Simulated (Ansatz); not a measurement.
Pressure series in WS2

The reference is WS2 in the 2H-MoS2 type structure (space group P6_3/mmc, No. 194; a = 3.115 Å, c = 11.773 Å; layered, stacked along the Cartesian z axis).

Cell and atoms are relaxed at each pressure.

Computed with PBEsol-D3(BJ) (Ansatz, a first-principles code), scalar-relativistic without spin-orbit coupling.

Notes on the quantities. enthalpy: H = E + PV relative to the base's energy.

| variant | band gap | density | enthalpy | c/a ratio |
|---|---|---|---|---|
| base | 0.65 eV | 8.33 g/cm³ | – | 3.780 |
| pressure −2 GPa | 0.81 eV | 8.04 g/cm³ | -0.21 eV/atom | 3.849 |
| pressure −1 GPa | 0.72 eV | 8.20 g/cm³ | -0.10 eV/atom | 3.808 |
| pressure 1.8 GPa | 0.55 eV | 8.52 g/cm³ | +0.18 eV/atom | 3.742 |
| pressure 4.2 GPa | 0.44 eV | 8.74 g/cm³ | +0.42 eV/atom | 3.711 |
| pressure 9 GPa | [?] | [?] | +0.88 eV/atom | [?] |
| pressure 18 GPa | zero | 9.63 g/cm³ | +1.71 eV/atom | 3.644 |
| pressure 30 GPa | zero | 10.21 g/cm³ | +2.74 eV/atom | 3.632 |
| pressure 45 GPa | zero | 10.83 g/cm³ | +3.96 eV/atom | 3.633 |
| pressure 60 GPa | zero | 11.40 g/cm³ | +5.12 eV/atom | 3.640 |

### Question
Fill in the withheld entries from the trend.

### Answer

- pressure 9 GPa, band gap: 0.26 eV
- pressure 9 GPa, density: 9.09 g/cm³
- pressure 9 GPa, c/a ratio: 3.675

A case with no gap was solved on a k-mesh chosen for an insulator, which is coarse for it. With W present, leaving out spin-orbit coupling can change the band edges. Load acts through the strain it causes; cell and atoms are relaxed under it. Stability against distortions was not tested. No other phases were tried under pressure. The final runs are not spin-polarised. A zero or small gap of WS2 under pressure 9 GPa, WS2 under pressure 18 GPa, WS2 under pressure 30 GPa and WS2 under pressure 45 GPa can be the functional's error rather than a property of the material.
